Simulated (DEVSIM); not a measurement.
Structure: Si p-n junction from an implanted or diffused profile, at 250 K.

| layer (left to right) | material | thickness (μm) | Nd (cm⁻³) | τn (s) | τp (s) |
|---|---|---|---|---|---|
| 1 | Si | 39.0 | 5.2e15 | 5.3e-5 | 5.3e-5 |

Added acceptor profile: 2.6e17 cm⁻³ × exp(−(x − 0 μm)²/(2·(0.23 μm)²)). Left contact: ohmic. Right contact: ohmic. Voltage is applied to the left contact. Recombination: SRH at mid-gap, Auger. Mobility is μmin + (μ − μmin)/(1 + (N/Nref)^α).

This is a model device: material constants are rounded textbook-type values typed into the input, and sizes, dopings and lifetimes were drawn at random. Values at 300 K; Nc and Nv go as T^1.5, mobilities as T to minus their exponent, the gap by Varshni's rule with the affinity fixed.

| parameter | Si |
|---|---|
| gap (eV) | 1.124 |
| affinity (eV) | 4.05 |
| permittivity | 11.7 |
| Nc (cm⁻³) | 2.86e19 |
| Nv (cm⁻³) | 3.1e19 |
| μn (cm²/Vs) | 1417 |
| μp (cm²/Vs) | 470 |
| μn,min | 52 |
| μp,min | 45 |
| Nref,n | 9.7e16 |
| Nref,p | 2.2e17 |
| αn | 0.68 |
| αp | 0.72 |
| T exponent of μn | 2.3 |
| T exponent of μp | 2.2 |
| Cn (cm⁶/s) | 2.8e-31 |
| Cp (cm⁶/s) | 9.9e-32 |
| Varshni α (eV/K) | 0.000473 |
| Varshni β (K) | 636 |

DEVSIM, 1D drift-diffusion, Boltzmann statistics, complete ionisation; no tunnelling, impact ionisation, image-force lowering or self-heating.

Base results: potential step across the device at zero bias (V) 0.859; dark forward voltage at 1 A/cm² (V) 0.720; dark forward voltage at 100 A/cm² (V) 0.901.

Task: What follows from this one change: thickness of layer 1 39 → 120 μm?

Result: potential step across the device at zero bias little changed (0.859 V); dark forward voltage at 1 A/cm² 0.720 → 0.729 V; dark forward voltage at 100 A/cm² 0.901 → 1.059 V.

Task: What follows from this one change: straggle of the profile 0.23 → 0.069 μm?

Result: potential step across the device at zero bias little changed (0.859 V); dark forward voltage at 1 A/cm² 0.720 → 0.697 V; dark forward voltage at 100 A/cm² 0.901 → 0.913 V.

Task: What follows from this one change: temperature 250 → 350 K?

Result: potential step across the device at zero bias 0.859 → 0.692 V; dark forward voltage at 1 A/cm² 0.720 → 0.510 V; dark forward voltage at 100 A/cm² 0.901 → 0.803 V.

Task: What follows from this one change: peak of the profile 2.6e+17 → 5.2e+17 cm^-3?

Result: potential step across the device at zero bias 0.859 → 0.874 V; dark forward voltage at 1 A/cm² 0.720 → 0.734 V; dark forward voltage at 100 A/cm² 0.901 → 0.897 V.

Task: What follows from this one change: constant mobility in place of the doping-dependent one?

Result: potential step across the device at zero bias little changed (0.859 V); dark forward voltage at 1 A/cm² 0.720 → 0.703 V; dark forward voltage at 100 A/cm² little changed (0.897 V).
